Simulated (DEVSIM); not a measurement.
# abrupt Si p-n junction

Structure: abrupt Si p-n junction, at 300 K.

| layer (left to right) | material | thickness (μm) | Nd (cm⁻³) | Na (cm⁻³) | τn (s) | τp (s) |
|---|---|---|---|---|---|---|
| 1 | Si | 0.190 | - | 2.4e16 | 0.00011 | 0.00011 |
| 2 | Si | 0.550 | 1.2e17 | - | 0.00011 | 0.00011 |

Left contact: ohmic. Right contact: ohmic. Voltage is applied to the left contact. Recombination: SRH at mid-gap, Auger. Mobility is constant in doping.

This is a model device: material constants are rounded textbook-type values typed into the input, and sizes, dopings and lifetimes were drawn at random. Values at 300 K.

| parameter | Si |
|---|---|
| gap (eV) | 1.124 |
| affinity (eV) | 4.05 |
| permittivity | 11.7 |
| Nc (cm⁻³) | 2.86e19 |
| Nv (cm⁻³) | 3.1e19 |
| μn (cm²/Vs) | 1417 |
| μp (cm²/Vs) | 470 |
| Cn (cm⁶/s) | 2.8e-31 |
| Cp (cm⁶/s) | 9.9e-32 |

Model (solved in DEVSIM): 1D drift-diffusion, Boltzmann statistics, complete ionisation; no tunnelling, impact ionisation, image-force lowering or self-heating.

The potential step across the device at zero bias is 0.797 V and the largest field in the device at zero bias is 68000 V/cm. The dark forward voltage at 1 A/cm² comes out as 0.505 V and the dark forward voltage at 100 A/cm² comes out as 0.633 V.

Small-signal capacitance in reverse bias (quasi-static):

```json
[
 {"V (V)": "-0.4", "C (nF/cm²)": "44.4"},
 {"V (V)": "-1", "C (nF/cm²)": "41.6"},
 {"V (V)": "-2", "C (nF/cm²)": "38.3"},
 {"V (V)": "-3", "C (nF/cm²)": "35.8"},
 {"V (V)": "-4", "C (nF/cm²)": "33.7"}
]
```

Dark forward current:

(V (V), J (A/cm²)): (0.05, 5.8e-8); (0.10, 4.1e-7); (0.15, 2.5e-6); (0.20, 1.6e-5); (0.25, 9.6e-5); (0.30, 0.00059); (0.35, 0.0036); (0.40, 0.022); (0.45, 0.14); (0.50, 0.83); (0.55, 5.1); (0.60, 31); (0.65, 180); (0.70, 1000); (0.75, 4100)
